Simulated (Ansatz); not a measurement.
# ZnS under a change: uniaxial strain ε_yy = −3.50 %

Take ZnS in the wurtzite structure (space group P6_3mc, No. 186; a = 3.8070 Å, c = 6.2462 Å) as the base. Axes: x lies along a and z along c of the hexagonal cell.

The change: uniaxial strain ε_yy = −3.50 %, all other strain components held at zero; the atoms relax in the strained cell.

All numbers come from Ansatz (a first-principles code) r2SCAN, scalar-relativistic without spin-orbit coupling, earlier PAW set. Γ-centred 10×10×6 mesh, Fermi–Dirac width 0.05 eV.

The space group becomes Cmc2_1 (No. 36) (base: P6_3mc (No. 186)) and the shortest interatomic distance drops by 0.062 bohr, from 4.411 bohr to 4.349 bohr. The energy increases by 9.8 meV/atom and the pressure (mean of the normal stresses, compression positive) goes from zero to 2.90 GPa. The band gap increases by 0.02 eV, from 2.77 eV to 2.79 eV and the gap character stays direct at Γ. The electron mass becomes 0.21 mₑ along x, 0.23 mₑ along y, 0.17 mₑ along z (at Γ) (base: 0.18 mₑ along c, 0.21 mₑ across (at Γ)) and the hole mass amounts to 1.4 mₑ along x, 0.20 mₑ along y, 1.6 mₑ along z (at Γ). The valence-band top at Γ (three highest levels, from the VBM) changes from 0.00, 0.00, -0.08 eV to 0.00, -0.15, -0.27 eV and the largest internal atomic displacement is 0.035 Å. The stress (xx, yy, zz, yz, xz, xy; compression positive) comes out as (2.33, 4.67, 1.71, 0.00, 0.00, 0.00) GPa.

Cost of the whole job for the changed cell (relaxation, final SCF and bands): around 6 core-minutes (rough).

Masses are band curvatures over ±0.01 Å⁻¹ around the edge. No phonon test of stability was made. Labels are those of the standard path for the cell's own space group.
